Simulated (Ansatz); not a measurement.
## AlAs: As → Cu

Start from AlAs in the zinc blende structure (space group F-43m, No. 216; a = 5.675 Å).

Perturbation: every As is replaced by Cu, then cell and atoms are relaxed.

The values are results of Ansatz (a program for electronic structure) PBEsol, scalar-relativistic without spin-orbit coupling, not measurements. Settings: 15×15×15 k-points, 0.05 eV Fermi–Dirac smearing, for the changed cell.

```
quantity                                  base          changed        shift
-----------------------------  ---------------  ---------------  -----------
volume per atom                       22.84 Å³         20.47 Å³     -2.37 Å³
density                             3.70 g/cm³       3.67 g/cm³  -0.03 g/cm³
lattice parameter a                    5.675 Å          5.471 Å     -0.204 Å
space group                    F-43m (No. 216)  F-43m (No. 216)            –
shortest interatomic distance          2.457 Å          2.369 Å     -0.088 Å
band gap                               1.34 eV             zero            –
```

Final structure:

```
AlCu
1.0
    0.00000     2.73556     2.73556
    2.73556     0.00000     2.73556
    2.73556     2.73556     0.00000
Cu Al
1 1
Cartesian
  4.10334   4.10334   4.10334
  0.00000   0.00000   0.00000
```

No phonon test of stability was made. As relaxed here, AlCu is a hypothetical phase, not in the database extracts checked. All final runs are without spin polarisation.
